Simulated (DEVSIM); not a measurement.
System: abrupt Si p-n junction, at 300 K.

| layer (left to right) | material | thickness (μm) | Nd (cm⁻³) | Na (cm⁻³) | τn (s) | τp (s) |
|---|---|---|---|---|---|---|
| 1 | Si | 6.10 | - | 2.7e18 | 2.5e-6 | 2.5e-6 |
| 2 | Si | 110 | 3.5e15 | - | 2.5e-6 | 2.5e-6 |

Left contact: ohmic. Right contact: ohmic. Voltage is applied to the left contact. Recombination: SRH at mid-gap. Mobility is μmin + (μ − μmin)/(1 + (N/Nref)^α).

This is a model device: material constants are rounded textbook-type values typed into the input, and sizes, dopings and lifetimes were drawn at random. Values at 300 K; Nc and Nv go as T^1.5, mobilities as T to minus their exponent, the gap by Varshni's rule with the affinity fixed.

| parameter | Si |
|---|---|
| gap (eV) | 1.124 |
| affinity (eV) | 4.05 |
| permittivity | 11.7 |
| Nc (cm⁻³) | 2.86e19 |
| Nv (cm⁻³) | 3.1e19 |
| μn (cm²/Vs) | 1417 |
| μp (cm²/Vs) | 470 |
| μn,min | 52 |
| μp,min | 45 |
| Nref,n | 9.7e16 |
| Nref,p | 2.2e17 |
| αn | 0.68 |
| αp | 0.72 |
| T exponent of μn | 2.3 |
| T exponent of μp | 2.2 |
| Varshni α (eV/K) | 0.000473 |
| Varshni β (K) | 636 |

DEVSIM, 1D drift-diffusion, Boltzmann statistics, complete ionisation; no tunnelling, impact ionisation, image-force lowering or self-heating.

The temperature was swept, all else fixed.

```tsv
temperature (K)	largest field in the device at zero bias (V/cm)	dark forward voltage at 1 A/cm² (V)	potential step across the device at zero bias (V)	dark forward voltage at 100 A/cm² (V)
250	85000	0.764	0.901	0.952
300	92000	0.669	0.828	0.908
350	99000	0.572	0.751	0.865
400	110000	0.474	0.672	0.826
450	110000	0.374	0.590	0.790
500	120000	0.274	0.506	0.758
```

From the first row to the last the largest field in the device at zero bias goes from 85000 to 120000. From the first row to the last the dark forward voltage at 1 A/cm² goes from 0.764 to 0.274.
